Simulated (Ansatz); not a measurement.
OH on the 1x1 (100) surface of monoclinic HfO2 (cut with top plane 2 O), one in a 1x1 cell, started at the site 'bridge O-O (span 5.3 Å)'

Host crystal: monoclinic HfO2, with a band gap (PBE, scalar-relativistic without spin-orbit coupling).

These are r2SCAN, at the PBE geometry and the start's symmetry (plane waves to 500 eV, PAW; Ansatz, a program for electronic structure) values and carry that method's errors.

Set-up: 26 atoms, 9.3 Å thick at the start under the adsorbate (thin: gaps and levels are the slab's own); mesh 4x4x1; 0.01 eV smearing; dipole correction on; single point; no symmetry held, on the structure that PBE left; spin-polarised, ending with about 1.0 μB a cell, a value that depends on the mesh; orders that need a larger cell were not tried, no spin-orbit, no U, no dispersion correction. The slab shows no gap over 0.04 eV on its mesh. The program's check for a lower electronic state was not made. At the end it is bonded to Hf. In PBE it is, or lies within 0.03 eV of, the lowest of the starts that converged; the order may differ at this level.

```
Quantity                                                                                                                                                           Value
--------------------------------------------------------------------------------------  --------------------------------------------------------------------------------
adsorption energy against H2O(g) − ½ H2(g) at the same level                                                                                                     1.28 eV
work function of the top face                                                                                                                                    6.79 eV
change of the step from the bottom to the top vacuum level, against the clean slab                                                                              -0.76 eV
height of the binding atom over the mean of the host atoms within 0.3 Å of the top one                                                                        0.939 bohr
nearest host atoms of the binding atom                                                                                            Hf at 2.00 Å, O at 2.68 Å, O at 2.71 Å
caution                                                                                 the clean host was not checked against rearrangement in a larger or rattled cell
note                                                                                                     in the relaxation the adsorbate left its starting site by 0.8 Å
cost                                                                                                                              about 29 core-minutes (a rough figure)
```

A negative adsorption energy means that the adsorbate is more stable on the surface than in its reference.
